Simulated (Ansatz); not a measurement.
SnPbO₃ (model structure, started from the tetragonal perovskite type, P4mm, No. 99, 5 atoms in the cell)

The numbers are results of HSE06 in Ansatz (plane waves, PAW), not measurements.

Run with plane-wave cutoff 460 eV, 6×6×6 k mesh, Fermi–Dirac smearing 0.01 eV, scalar-relativistic PAW data made under PBE.

Cell (relaxed with PBEsol):

```cif
data_O3PbSn
_chemical_formula_sum 'Sn1 Pb1 O3'
_space_group_name_H-M_alt 'P4mm'
_space_group_IT_number 99
_space_group_name_Hall 'P 4 -2'
_cell_length_a 4.07486
_cell_length_b 4.07486
_cell_length_c 4.13044
_cell_angle_alpha 90.000
_cell_angle_beta 90.000
_cell_angle_gamma 90.000
loop_
_atom_site_label
_atom_site_type_symbol
_atom_site_symmetry_multiplicity
_atom_site_Wyckoff_symbol
_atom_site_fract_x
_atom_site_fract_y
_atom_site_fract_z
_atom_site_occupancy
Sn1 Sn 1 b 0.50000 0.50000 0.43609 1
Pb1 Pb 1 a 0.00000 0.00000 0.99817 1
O1 O 1 b 0.50000 0.50000 0.92124 1
O2 O 2 c 0.00000 0.50000 0.37525 1
```

For SnPbO₃ (model structure, started from the tetragonal perovskite type, P4mm, No. 99, 5 atoms in the cell), the band gap is 2.67 eV (on the SCF k mesh) and the smallest direct gap on the k points sampled is 3.94 eV.

Note: the relaxation could raise the start's symmetry but not lower it, so the cell can be a saddle point; cell and atoms aren't relaxed at this level (pressure -0.6 GPa).

Spin–orbit coupling is not included; with these elements it can move the gap by several tenths of an eV or more.

Static lattice: no zero-point or thermal effects.

A model structure was made by putting elements into a prototype or built by hand; it is no filed structure, need not be a known phase, and can be a saddle point held by its symmetry.

Ansatz is a first-principles code.
